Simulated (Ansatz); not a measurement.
Base system: BaTiO$_{3}$ in the cubic perovskite structure (space group Pm-3m, No. 221; a = 3.970 Å). Axes: x, y, z lie along the cube axes.

Method: DFT with PBEsol, PAW potentials and a 420 eV plane-wave cutoff in Ansatz (a first-principles code), no spin-orbit coupling.

Strains are applied to the cell and any free atomic positions relax; under stress the whole cell relaxes.

One change was made to it. Results:

The band gap drops by 0.26 eV to 1.56 eV; the energy goes up by 100 meV/atom.

### Question
Name the change that was made.
A) isotropic strain −0.36 %
B) uniaxial stress, 1 GPa compression along z
C) isotropic strain +3.45 %
D) isotropic strain +4.28 %
E) uniaxial stress, 3 GPa compression along z

### Answer
D, isotropic strain +4.28 %. For comparison, the band gap in the other runs: isotropic strain +3.45 % gives 1.61 eV; uniaxial stress, 1 GPa compression along z gives 1.81 eV; isotropic strain −0.36 % gives 1.84 eV; uniaxial stress, 3 GPa compression along z gives 1.80 eV.

Beyond what the load breaks, stability against distortions was not tested. The final runs are not spin-polarised. Many cubic perovskites are stable only at high temperature; tilts and polar distortions were not tested. This is not the structure that BaTiO3 has at room temperature and ambient pressure.
